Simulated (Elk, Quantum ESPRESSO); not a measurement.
A Quantum ESPRESSO input for a self-consistent single point of PtAl2 (Fm-3m, 3 atoms in the cell) (DFT, PBE, spin-orbit coupling, plane waves, PSlibrary fully relativistic PAW (PBE) pseudopotentials):

```fortran
&CONTROL
 calculation = 'scf'
 prefix = 'PtAl2'
 outdir = './tmp/'
 pseudo_dir = './'
 tprnfor = .true.
 tstress = .true.
/
&SYSTEM
 ibrav = 2
 A = 5.8000740000
 nat = 3
 ntyp = 2
 ecutwfc = 45
 ecutrho = 450
 occupations = 'smearing'
 smearing = 'fd'
 degauss = 0.0073499
 noncolin = .true.
 lspinorb = .true.
/
&ELECTRONS
 conv_thr = 1.0d-9
/
ATOMIC_SPECIES
Al    26.9815  Al.rel-pbe-n-kjpaw_psl.1.0.0.UPF
Pt   195.0840  Pt.rel-pbe-n-kjpaw_psl.1.0.0.UPF
ATOMIC_POSITIONS {crystal}
Al    0.2500000000    0.2500000000    0.2500000000
Al    0.7500000000    0.7500000000    0.7500000000
Pt    0.0000000000    0.0000000000    0.0000000000
K_POINTS {automatic}
13 13 13  0 0 0
```

Translate this input to Elk.

One input that does it (others would too):

```
tasks
  0

xctype
  20

spinorb
  .true.

rgkmax
  7.0

rmtscf
  0.89

lmaxi
  3

nempty
  10

stype
  3

swidth
  0.00367493

avec
    0.0000000000    5.4802756813    5.4802756813
    5.4802756813    0.0000000000    5.4802756813
    5.4802756813    5.4802756813    0.0000000000

atoms
  2   : nspecies
  'Al.in'   : spfname
  2   : natoms; atposl, bfcmt below
  0.2500000000  0.2500000000  0.2500000000    0.0 0.0 0.0
  0.7500000000  0.7500000000  0.7500000000    0.0 0.0 0.0
  'Pt.in'   : spfname
  1   : natoms; atposl, bfcmt below
  0.0000000000  0.0000000000  0.0000000000    0.0 0.0 0.0

ngridk
  13 13 13
```

Basis settings and potentials, where a program has them, do not carry over. This input uses DFT, PBE, spin-orbit coupling in second variation, all-electron FP-LAPW, Elk's shipped species files, default APW+lo basis.

The starting cell has typed, rounded lattice constants, without a prior relaxation at this level. Its lattice was rescaled by a random factor within 2.5 % of one.
